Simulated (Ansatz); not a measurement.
Surface dipole of F on the unreconstructed (111) surface of fcc Pt against coverage, at the site 'top Pt', the lowest in the largest cell among the sites where it stayed whole and in place in three cells or more (slabs this thin don't tell apart sites within some 0.05 eV). Each cell holds one F; the change of the work function counts from the clean slab in the same cell, the adsorption energy from ½ F2(g) (no zero-point or thermal terms).

Calculation: PBE (plane waves to 420 eV, PAW; Ansatz, a first-principles code).

Slabs of 4 planes (6.9 Å), the lower half held, dipole-corrected, Fermi-Dirac smearing 0.1 eV, no spin-orbit coupling.

```json
[
 {"area an adsorbate A (Å²)": "27.3", "k-mesh": "6x6", "Δφ (eV)": "1.47", "E_ads (eV)": "-1.77", "height (Å)": "2.04", "moment of the cell (μB)": "no spin"},
 {"area an adsorbate A (Å²)": "13.6", "k-mesh": "6x12", "Δφ (eV)": "2.36", "E_ads (eV)": "-1.68", "height (Å)": "1.98", "moment of the cell (μB)": "no spin"},
 {"area an adsorbate A (Å²)": "6.8", "k-mesh": "12x12", "Δφ (eV)": "3.35", "E_ads (eV)": "-1.58", "height (Å)": "1.91", "moment of the cell (μB)": "no spin"}
]
```

Question: Work out the dipole that each adsorbate adds along the outward normal, from the Helmholtz relation, and say how it changes with coverage.

Answer: A sheet of dipoles p at n = 1/A per area shifts the vacuum level, Δφ = −e n p/ε₀, so p = −ε₀ A Δφ/e with ε₀ = 0.005526 e/(V·Å) and 1 e·Å = 4.803 D. A = 27.3 Å²: p = -0.222 e·Å = -1.07 D. A = 13.6 Å²: p = -0.177 e·Å = -0.85 D. A = 6.8 Å²: p = -0.126 e·Å = -0.60 D. The dipole points into the surface at the lowest coverage (positive end inward, raising the work function) and keeps 57 % of that size in the densest layer.

Topping's model of dipoles that weaken each other is not fitted: it wants three cells n × n with a clear dipole that keeps its sign and shrinks with coverage.

Binding. From the thinnest to the densest layer E_ads moves by 0.19 eV: binding is weaker in the densest layer. The slabs are thin and the meshes differ from cell to cell, which leaves some hundredths of an eV open.
